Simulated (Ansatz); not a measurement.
# A constructed model of the (111) surface of diamond, (√3x√3)R30° C adatom at T4 (bottom of the slab: 3 H on 3 bottom sites)

These are PBE (plane waves to 420 eV, PAW; Ansatz, an electronic-structure program) values and carry that method's errors.

Set-up: 28 atoms, 8.9 Å thick at the start with caps and adatoms (thin: gaps and levels are the slab's own); mesh 7x7x1; 0.025 eV smearing; dipole correction on; 6 atoms held, the rest relaxed; start symmetry kept, larger cells not searched; spin-polarised, ending with about 1.0 μB a cell; orders that need a larger cell were not tried, no spin-orbit, no U. In PBE it is, or lies within 0.01 eV a 1x1 cell of, the lowest of the 2 structures of its composition computed so far; subsurface sites and larger cells were not tried.

* **energy released by relaxation**: 1.63 eV
* **magnetic moment of the cell**: 1.00 μB
* **cost**: roughly 3 core-minutes
